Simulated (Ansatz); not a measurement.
Reference: Zr (P6_3/mmc), PBEsol, rigid bands (plane waves, PAW, scalar-relativistic; Ansatz, an electronic-structure program); axes and stresses refer to this cell.

```xyz
2
Lattice="3.1883 0.0000 0.0000 -1.5941 2.7611 0.0000 0.0000 0.0000 5.1076" Properties=species:S:1:pos:R:3 pbc="T T T"
Zr     0.0000     1.8407     1.2769
Zr     1.5941     0.9204     3.8307
```

The root-mean-square Fermi velocity is 3.9 ×10⁵ m/s, the drude plasma energy is 4.2 eV and the density of states at the Fermi level per atom is 1.00 states/eV.

```
Change                                                 root-mean-square Fermi velocity  Drude plasma energy  density of states at the Fermi level per atom
-----------------------------------------------------  -------------------------------  -------------------  ---------------------------------------------
biaxial stress xx = yy = 2 GPa (compression positive)                     3.8 ×10⁵ m/s           (withheld)                                 1.05 states/eV
functional PBE, cell relaxed with it                                        (withheld)               4.0 eV                                 0.95 states/eV
hydrostatic pressure 2 GPa                                                  (withheld)               4.3 eV                                 1.00 states/eV
hydrostatic pressure 5 GPa                                                4.0 ×10⁵ m/s               4.4 eV                                 1.00 states/eV
uniaxial stress zz = -1 GPa (compression positive)                        3.8 ×10⁵ m/s               4.1 eV                                 1.02 states/eV
uniaxial stress zz = -2 GPa (compression positive)                          (withheld)               4.1 eV                                 1.05 states/eV
```

What belongs in the gaps?


- biaxial stress xx = yy = 2 GPa (compression positive), Drude plasma energy: 4.2 eV
- functional PBE, cell relaxed with it, root-mean-square Fermi velocity: 3.9 ×10⁵ m/s
- hydrostatic pressure 2 GPa, root-mean-square Fermi velocity: 3.9 ×10⁵ m/s
- uniaxial stress zz = -2 GPa (compression positive), root-mean-square Fermi velocity: 3.7 ×10⁵ m/s

Metals at this level; values at 300 K, both spins, means over directions. As a rough test of the mesh, the Fermi surface's area from every second k point differs by up to 14 %. Spin-orbit coupling is left out unless a row names it. Stresses and pressures are the targets of the relaxation.  The structure type is held under load, also where the real crystal would transform.
